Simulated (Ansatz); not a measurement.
## TaGa3 (model structure, started from the Cu3Au type, Pm-3m, No. 221, 4 atoms in the cell): bulk modulus by level of theory

No measured value is used here.

```csv
level (code),value (GPa),cell (Å³/atom)
LDA (Ansatz),…,15.25
PBEsol (Ansatz),128,15.70
r²SCAN (Ansatz),128,15.85
```

Task: Complete the blanks.

Result: 
- LDA (Ansatz, a quantum-chemistry and plane-wave program), value (GPa): 137

Density-functional levels without +SOC have no spin–orbit coupling. LDA, PBEsol, r²SCAN: the bulk modulus is −V dP/dV from two relaxed cells at ±2 % in volume. Each level is taken at its own relaxed cell. Cutoffs differ between the levels. Ansatz's density-functional and Hartree–Fock values are scalar-relativistic unless marked +SOC, with PAW data made under PBE.

A model structure was made by putting elements into a prototype or built by hand; it is no filed structure, need not be a known phase, and can be a saddle point held by its symmetry.
